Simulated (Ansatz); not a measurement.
Pressure series in GaP

Base system: GaP in the zinc blende structure (space group F-43m, No. 216; a = 5.506 Å).

Cell and atoms are relaxed at each pressure.

All numbers come from Ansatz (a quantum-chemistry and plane-wave program) PBE, no spin-orbit coupling.

Notes on the quantities. hole mass: degenerate bands, along [100].

```
variant                             hole mass  band gap  lattice parameter a
----------------  ---------------------------  --------  -------------------
base              0.098, 0.40, 0.40 mₑ (at Γ)   1.58 eV          10.405 bohr
pressure −2 GPa                           [?]   1.36 eV          10.501 bohr
pressure −1 GPa                           [?]   1.47 eV          10.451 bohr
pressure 0.3 GPa  0.099, 0.39, 0.39 mₑ (at Γ)   1.59 eV          10.392 bohr
pressure 0.7 GPa   0.10, 0.39, 0.39 mₑ (at Γ)   1.61 eV          10.374 bohr
pressure 1.5 GPa   0.11, 0.39, 0.39 mₑ (at Γ)   1.61 eV          10.340 bohr
pressure 3 GPa     0.11, 0.38, 0.38 mₑ (at Γ)   1.58 eV          10.281 bohr
pressure 5 GPa     0.12, 0.37, 0.37 mₑ (at Γ)   1.54 eV                  [?]
pressure 7.5 GPa   0.13, 0.36, 0.36 mₑ (at Γ)   1.50 eV          10.126 bohr
pressure 10 GPa    0.14, 0.35, 0.35 mₑ (at Γ)   1.45 eV          10.053 bohr
```

**Question.** Complete the table.

**Answer.** 
- pressure −2 GPa, hole mass: 0.086, 0.41, 0.41 mₑ (at Γ)
- pressure −1 GPa, hole mass: 0.092, 0.40, 0.40 mₑ (at Γ)
- pressure 5 GPa, lattice parameter a: 10.208 bohr

Load acts through the strain it causes; cell and atoms are relaxed under it. Effective masses come from finite differences of ±0.01 Å⁻¹. Whether these cells are dynamically stable was not tested. Tetrahedral semiconductors of this kind turn to denser phases somewhere between about 1 and 50 GPa; those were not computed, so compressed cells here can lie past the real transition.
